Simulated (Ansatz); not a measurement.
The reference is InAgTe₂ in the chalcopyrite structure (space group I-42d, No. 122; a = 6.431 Å, c = 12.767 Å). Axes: x, y, z lie along a, b, c of the conventional cell.

Calculations: Ansatz (a program for electronic structure), PBEsol, PAW, cutoff 420 eV, scalar-relativistic without spin-orbit coupling.

Strains are applied to the cell and any free atomic positions relax.

One change was made to it. Results:

```tsv
quantity	base	after
energy relative to the base (free energy F)	0 meV/atom	+1.4 meV/atom
pressure (mean of the normal stresses, compression positive)	0.0 GPa	-0.7 GPa
```

Task: Which of these changes matches the shifts?
A. uniaxial strain ε_xx = −5.02 %
B. uniaxial strain ε_xx = +1.55 %
C. uniaxial strain ε_zz = +0.46 %

Result: B, uniaxial strain ε_xx = +1.55 %. For comparison, the energy relative to the base in the other runs: uniaxial strain ε_xx = −5.02 % gives +15 meV/atom; uniaxial strain ε_zz = +0.46 % gives +0.1 meV/atom.

Stability against distortions was not tested. The final runs are not spin-polarised.
